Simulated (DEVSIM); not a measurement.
Device: W/SiON/n-Si capacitor, at 300 K.

| layer (left to right) | material | thickness (nm) | Nd (cm⁻³) |
|---|---|---|---|
| 1 | SiON | 2.20 | - |
| 2 | Si | 4000 | 2.1e16 |

Metal gate on the left, work function 4.6 eV. Fixed charge at the semiconductor interface -1.3e11 cm⁻² (in units of +e); no interface traps.

Constants are typed, rounded textbook-type inputs, not results; the design itself was drawn at random and stands for no fabricated device. Values at 300 K.

```csv
parameter,SiON,Si
gap (eV),7,1.124
affinity (eV),1.4,4.05
permittivity,5.5,11.7
Nc (cm⁻³),-,2.86e19
Nv (cm⁻³),-,3.1e19
```

Simulated with DEVSIM: 1D Poisson equation in equilibrium, Boltzmann statistics, complete ionisation; no quantum confinement or tunnelling. Metal contacts follow the ideal Schottky-Mott rule: no Fermi-level pinning, no interface dipoles.

Base results: minimum of the low-frequency capacitance (μF/cm²) 0.0527; threshold voltage (band bending 2φF) (V) -0.41; flat-band voltage (V) 0.37.

Task: What follows from this one change: interface trap density 0 → 1e+11 cm^-2 eV^-1?

Result: minimum of the low-frequency capacitance 0.0527 → 0.0679 μF/cm²; threshold voltage (band bending 2φF) little changed (-0.41 V); flat-band voltage little changed (0.38 V).

Task: What follows from this one change: gate work function 4.6 → 4.45 eV?

Result: minimum of the low-frequency capacitance 0.0527 → 0.0542 μF/cm²; threshold voltage (band bending 2φF) -0.41 → -0.56 V; flat-band voltage 0.37 → 0.22 V.

Task: What follows from this one change: substrate doping 2.1e+16 → 4.2e+16 cm^-3?

Result: minimum of the low-frequency capacitance 0.0527 → 0.0728 μF/cm²; threshold voltage (band bending 2φF) -0.41 → -0.44 V; flat-band voltage 0.37 → 0.39 V.
